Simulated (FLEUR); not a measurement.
Worked example: self-consistent single point of Ir (Fm-3m, 1 atom in the cell) in FLEUR.

Method: PBE, all-electron FLAPW (FLEUR), scalar-relativistic valence.

The change in words: lattice scaled by 0.98. Reference geometry:
```
Ir
1.0
    0.00000     1.97051     1.97051
    1.97051     0.00000     1.97051
    1.97051     1.97051     0.00000
Ir
1
Direct
  0.00000   0.00000   0.00000
```

Reference input (self-consistent single point, DFT, PBE, all-electron FLAPW (FLEUR), scalar-relativistic valence): Kmax = 4.1 1/bohr; GmaxXC = 16.4 1/bohr; xcFunctional = pbe; jspins = 1; l_soc = F; mode = hist; fermiSmearingEnergy = 0.00183747 Htr; mesh (inpgen div1-3) = 12 12 12; inpgen gamma flag = true; Gmax = 16.4 1/bohr; numbands = 0; maxIterBroyd = 15. This run's input differs from it in these lines:

```diff
@@ -3,5 +3,5 @@
 &input film=f /
-0.0000000000 3.7237317847 3.7237317847
-3.7237317847 -0.0000000000 3.7237317847
-3.7237317847 3.7237317847 0.0000000000
+0.0000000000 3.6492576782 3.6492576782
+3.6492576782 0.0000000000 3.6492576782
+3.6492576782 3.6492576782 0.0000000000
 1.0
@@ -42,5 +42,5 @@
          <bravaisMatrix>
-            <row-1>    0.0000000000000000     3.7237317847000000     3.7237317847000000</row-1>
-            <row-2>    3.7237317847000000     0.0000000000000000     3.7237317847000000</row-2>
-            <row-3>    3.7237317847000000     3.7237317847000000     0.0000000000000000</row-3>
+            <row-1>    0.0000000000000000     3.6492576782000001     3.6492576782000001</row-1>
+            <row-2>    3.6492576782000001     0.0000000000000000     3.6492576782000001</row-2>
+            <row-3>    3.6492576782000001     3.6492576782000001     0.0000000000000000</row-3>
          </bravaisMatrix>
```

Log, with long lists cut:

```
 Iteration:     1   Distance:      15.95700633 me/bohr^3
 Iteration:     2   Distance:      14.72877535 me/bohr^3
 Iteration:     3   Distance:       6.44416074 me/bohr^3
 Iteration:     4   Distance:       1.38965561 me/bohr^3
 Iteration:     5   Distance:       1.16066252 me/bohr^3
   [... 4 lines left out ...]
 Iteration:    10   Distance:       0.00055786 me/bohr^3
 Iteration:    11   Distance:       0.00006698 me/bohr^3
 Iteration:    12   Distance:       0.00006879 me/bohr^3
 Iteration:    13   Distance:       0.00000318 me/bohr^3
 Run finished successfully
 Stop message:
   Structural relaxation: Done

[file out, last iteration]
             iter=     14
[...]
          total density-effective poten   -3.1298370400E+04
          total charge density-energy d   -3.4920990253E+02
 Updated energy parameters for spin:           1
[...]
 fermi energy and band-weighting factors:

[...]
FERMIE:
          first approx. to ef    (T=0)  :   0.637319 htr   (energy of the highest occ. eigenvalue)
          number of occ. states  (T=0)  :        548
          first approx. to seigv (T=0)  :  -2.738157 htr
          sum of weights of occ. states :   7.510417
          sum of semicore charge        :   0.000000 e
FERHIS:  Fermi-Energy by histogram:
          bandgap                     :   0.004812 htr
   [... lines left out ...]
          charge neutrality (T=0)     :   0.020833    (zero if the highest occ. eigenvalue is "entirely" occupied)
     EF_NEWTON:  Adjust Fermi-Energy by Newton-Method.
 Direct bandgap for spin            1 :    2.8438032350583065E-002  Htr
   [... lines left out ...]
 ---->    (input%tkb*entropy) TS=              0.0001784456 htr
 ---->    free energy=                    -17858.1457421724 htr
      extrapolation for T->0
 ---->    total electron energy=          -17858.1456529496 htr
 ***** TOTAL FORCES ON ATOMS *****
 TOTAL FORCE FOR ATOM TYPE=  1  X=  0.000   Y=  0.000   Z=  0.000
                       FX_TOT= 0.000000 FY_TOT= 0.000000 FZ_TOT= 0.000000
 Structural relaxation: Done
```

The run converged in 13 iterations. FLEUR gives forces in its relaxation mode, with a further iteration, so its stop message speaks of a relaxation. Against the reference run the free energy falls by 39.7 meV/atom.

The starting cell comes from a database of computed structures (which also holds hypothetical and non-ambient phases and stackings), without a prior relaxation at this level. Its lattice was rescaled by a random factor within 2.5 % of one. For this run, on top of that: lattice scaled by 0.98. Spin-orbit coupling is off. Spin polarisation is off. Values depend on the basis (sphere radii, cutoffs, local orbitals), which need not be converged. The log's line on a gap gives a spacing of levels on this mesh, which the program prints for metals too.
